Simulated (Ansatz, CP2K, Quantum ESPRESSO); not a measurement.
Code comparison for La₃Ga (Pm-3m, 4 atoms in the cell)

Self-consistent single point.

```yaml
crystal:
  lattice:
    - [4.93068, 0.00000, 0.00000]
    - [0.00000, 4.93068, 0.00000]
    - [0.00000, 0.00000, 4.93068]
  atoms:
    - { symbol: La, position: [0.00000, 0.50000, 0.50000] }
    - { symbol: La, position: [0.50000, 0.00000, 0.50000] }
    - { symbol: La, position: [0.50000, 0.50000, 0.00000] }
    - { symbol: Ga, position: [0.00000, 0.00000, 0.00000] }
```

Shared settings, as Ansatz (a program for electronic structure) writes them: kpoints.mp_grid.grid = 5 5 5; scf.occupations.method = gaussian; scf.occupations.width = 0.02 Ry. Potentials and cutoffs stand in the table.

```tsv
code	model	pressure (GPa)	cutoff
Quantum ESPRESSO	LDA (PZ), GBRV 1.5 ultrasoft (LDA) pseudopotentials	-3.69	50 Ry
CP2K	LDA (Pade form), GPW, DZVP-MOLOPT-SR-GTH basis, GTH-PADE potentials (GTH_POTENTIALS)	-2.17	grid 600 Ry
Ansatz	LDA (PW92), PAW files made with PBE	-3.84	30.9 Ry
```

The spread over the programs that give each value: pressure within 1.67 GPa.

CP2K uses small atom-centred bases, whose incompleteness enters pressures, forces and empty levels differently from a plane-wave cutoff. Ansatz's pressure is given at a fixed set of plane waves, as the other plane-wave codes print theirs. The same LDA comes in different parametrisations, which differ slightly. In the pressure, CP2K (by 1.60) lies more than 1 GPa from the median of the plane-wave programs.

The starting cell comes from a database of computed structures (which also holds hypothetical and non-ambient phases and stackings), without a prior relaxation at this level.

Left out of this page: Elk and FLEUR (not drawn, or without a comparable value).

Keys are those of Ansatz 0.2.
